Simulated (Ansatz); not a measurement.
The starting structures come from a database of crystals and need not be the phases stable at ambient conditions.

By PBEsol, the system below comes out a metal.

The ballistic (Sharvin) conductance counts the channels at the Fermi level: G/A = (e²/h) × channels of both spins per area.

Consider the following.

```xyz
8
Lattice="4.5519 0.0000 0.0000 0.0000 5.5922 0.0000 0.0000 -2.7961 4.8430" Properties=species:S:1:pos:R:3 pbc="T T T"
Re     1.1380     0.0000     1.6107
Re     3.4139     2.7961     3.2322
Re     3.4139     1.3949     0.8054
Re     1.1380     1.4012     4.0376
Re     1.1380    -1.4012     4.0376
Re     3.4139     4.1972     0.8054
W      3.4139     0.0000     3.2286
W      1.1380     2.7961     1.6143
```

Space group of this cell: P6_3/mmc. The cell is taken as given; by PBEsol its mean pressure is -11.8 GPa.

The current flows along the normal of the first two printed cell vectors, the (100) plane of the conventional cell. No spin-orbit coupling; the value is a mean over 0.1 eV about the Fermi level.

**Question.** Estimate the ballistic conductance per area that PBEsol run with Ansatz (a first-principles code) returns for this system.

**Answer.** 1.1 × 10¹⁵ S/m² for both spins.
